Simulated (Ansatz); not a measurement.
The starting structures come from a database of crystals and need not be the phases stable at ambient conditions.

The decay constant κ of evanescent states in the gap governs leakage through a thin film.

Here is the system:

```yaml
crystal:
  lattice:
    - [6.29037, 0.00000, 0.00000]
    - [3.14519, 6.43157, 0.00000]
    - [0.00000, 3.45959, 7.09185]
  atoms:
    - { symbol: Rb, position: [0.15499, 0.69002, 0.74679] }
    - { symbol: Rb, position: [0.84501, 0.30998, 0.25321] }
    - { symbol: Rb, position: [0.51065, 0.97870, 0.23618] }
    - { symbol: Rb, position: [0.48935, 0.02130, 0.76382] }
    - { symbol: W, position: [0.82459, 0.35082, 0.77521] }
    - { symbol: W, position: [0.17541, 0.64918, 0.22479] }
    - { symbol: O, position: [0.62535, 0.28462, 0.92054] }
    - { symbol: O, position: [0.37465, 0.71538, 0.07946] }
    - { symbol: O, position: [0.90997, 0.71538, 0.07946] }
    - { symbol: O, position: [0.09003, 0.28462, 0.92054] }
    - { symbol: O, position: [0.32804, 0.34392, 0.37558] }
    - { symbol: O, position: [0.67196, 0.65608, 0.62442] }
    - { symbol: O, position: [0.90807, 0.18386, 0.64323] }
    - { symbol: O, position: [0.09193, 0.81614, 0.35677] }
```

Space group of this cell: C2/m. The cell is taken as given; by PBEsol its mean pressure is -1.1 GPa.

Transport runs along the normal of the first two printed cell vectors.

No gap correction and no spin-orbit coupling; mid-gap values are interpolated between computed energies.

**Question.** Estimate the band gap and the smallest decay constant κ at mid-gap that PBEsol run with Ansatz (an electronic-structure program) returns for this system.

**Answer.** Gap 4.52 eV on a 6×6×4 mesh; κ = 0.464 1/Å, at the zone centre.
